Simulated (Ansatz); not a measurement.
Name crystals whose mean free path at 300 K lies between 18.9 and 30 nm and whose electron-phonon coupling λ lies between 0.096 and 0.15, by PBEsol, DFPT electron-phonon coupling, linearised Boltzmann equation (Ansatz, a first-principles code).

Many crystals can fit; among those computed here:
- LaPd3 (Pm-3m): 26 nm, 0.121
- ScAs (Fm-3m): 27 nm, 0.119

Metals; harmonic phonons alone scatter; means over directions. The mean free path is weighted by the current that each state carries. Halving the electron mesh moves these values by up to 6 %; q meshes are mostly untested. Spin-orbit coupling is left out.

Formula and space group known from diffraction (Crystallography Open Database), not checked to be the room-temperature form: LaPd3 (Pm-3m), ScAs (Fm-3m).
